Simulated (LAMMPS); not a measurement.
MD of W (bcc) at zero pressure, 1024 atoms, as a crystal; each row is its own run.

Level of theory: classical MD, pair style meam, file WL.meam (LAMMPS).

```
T (K)  volume (Å³/atom)
-----  ----------------
200              15.874
300              15.894
1660             16.206
2220             16.349
3330             16.650
3880             16.811
4430             16.978
```

**Question.** Fit a straight line, y = a + b x, to these rows (x is the first column, y the second) and predict the run at x = 2770.

**Answer.** Least squares gives a = 15.802 and b = 0.0002590. At x = 2770 the fit predicts 16.519 Å³/atom. The run itself gave 16.4957 ± 0.0009 Å³/atom, so the fit is 0.14 % high.

Caution (rows 2220; 2770; 3330; 3880; 4430): a run this short can hold a crystal over, or a liquid under, the potential's own melting point, which these runs don't give.

Caution (rows 3880; 4430): this crystal lies over the measured melting point of 3695 K, so it is superheated or the potential melts high.
